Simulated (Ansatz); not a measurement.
Take PtSe$_{2}$ in the CdI2 type structure (space group P-3m1, No. 164; a = 3.772 Å, c = 4.818 Å; layered) as the base.

Computed with PBE-D3(BJ)/PAW in Ansatz (a first-principles code), spin-orbit coupling left out.

Base values:

| Property | Value |
|---|---|
| Volume per atom | 19.79 Å³ |
| c/a ratio | 1.277 |

Perturbation: every Pt is replaced by Hg, then cell and atoms are relaxed.

### Question
What does the calculation give for the volume per atom after the change?

### Answer
The volume per atom increases by 2.754 Å³ to 22.55 Å³.

### Question
What happens to the c/a ratio?

### Answer
The c/a ratio drops by 0.0705 to 1.207.

Stability against distortions was not tested. As relaxed here, HgSe2 is a hypothetical phase, not in the database extracts checked. The final runs are not spin-polarised.
